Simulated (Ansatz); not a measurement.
Start from ZnCu₂SnS₄ (space group I-4, No. 82; a = 5.3737 Å, c = 10.7548 Å). Axes: x, y, z lie along a, b, c of the conventional cell.

Level of theory: PBEsol in Ansatz (plane waves to 420 eV, PAW, without spin-orbit coupling).

For the base:

The volume per atom comes out as 19.41 Å³ and the pressure comes out as 0.0 GPa.

The change: biaxial strain +1.50 %, plane normal [001], relaxed out of plane (Cartesian); in-plane vectors clamped, the third vector and the atoms free.

Predict the new energy relative to the base.

The energy goes up by 2.3 meV/atom.

Estimate the effect on the volume per atom.

The volume per atom goes up by 0.20 Å³ (19.41 Å³ → 19.61 Å³).

What does the calculation give for the pressure after the change?

The pressure (mean of the normal stresses, compression positive) goes from zero to -0.8 GPa.

No phonon test of stability was made. The final runs are not spin-polarised. Gaps under 0.05 eV, about the width of the smearing, are given as zero.

Ansatz is a program for electronic structure.
